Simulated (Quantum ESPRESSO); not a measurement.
Band structure of NiS2 (R-3m, 3 atoms in the cell).

```xyz
3
Lattice="1.6567 0.9565 6.1458 -1.6567 0.9565 6.1458 0.0000 -1.9130 6.1458" Properties=species:S:1:pos:R:3 pbc="T T T"
Ni     0.0000     0.0000     0.0000
S      0.0000     0.0000    11.1116
S      0.0000     0.0000     7.3259
```

Level of theory: LDA (PZ), PSlibrary PAW (LDA) pseudopotentials (plane waves; Quantum ESPRESSO).

Settings: ecutwfc = 50 Ry; ecutrho = 300 Ry; occupations = fixed; potentials = {Ni: Ni.pz-n-kjpaw_psl.1.0.0.UPF, S: S.pz-n-kjpaw_psl.1.0.0.UPF}; K_POINTS = automatic 4 4 4 0 0 0; nbnd = 15; conv_thr = 1e-10 Ry.

The starting cell comes from a database of computed structures (which also holds hypothetical and non-ambient phases and stackings), without a prior relaxation at this level. Its lattice was rescaled by a random factor within 2.5 % of one. Spin polarisation is off, so a magnetic state, if there is one, cannot be reached.

### Question
Predict the gap along the standard path and the places of the band edges.

### Answer
The gap along the path is 0.23 eV, from a point between Γ and X|Q to a point between Γ and X|Q; the smallest direct gap on it is 0.70 eV.

Levels in eV from the top of the valence band on the SCF mesh, bands 8 to 15:
| point | 8 | 9 | 10 | 11 | 12 | 13 | 14 | 15 |
|---|---|---|---|---|---|---|---|---|
| Γ | -1.67 | -0.31 | -0.04 | -0.04 | 1.84 | 1.84 | 5.95 | 6.14 |
| L | -2.26 | -2.25 | -2.24 | -1.91 | 1.36 | 1.54 | 4.72 | 6.42 |
| Z | -1.62 | -1.29 | 0.00 | 0.00 | 1.79 | 1.79 | 5.70 | 7.66 |
| F | -2.32 | -2.24 | -1.97 | -1.80 | 0.99 | 1.64 | 5.30 | 6.84 |
| P1 | -2.33 | -2.18 | -1.98 | -1.87 | 1.09 | 1.61 | 5.07 | 6.68 |
| P | -2.33 | -2.18 | -1.98 | -1.87 | 1.09 | 1.61 | 5.07 | 6.68 |
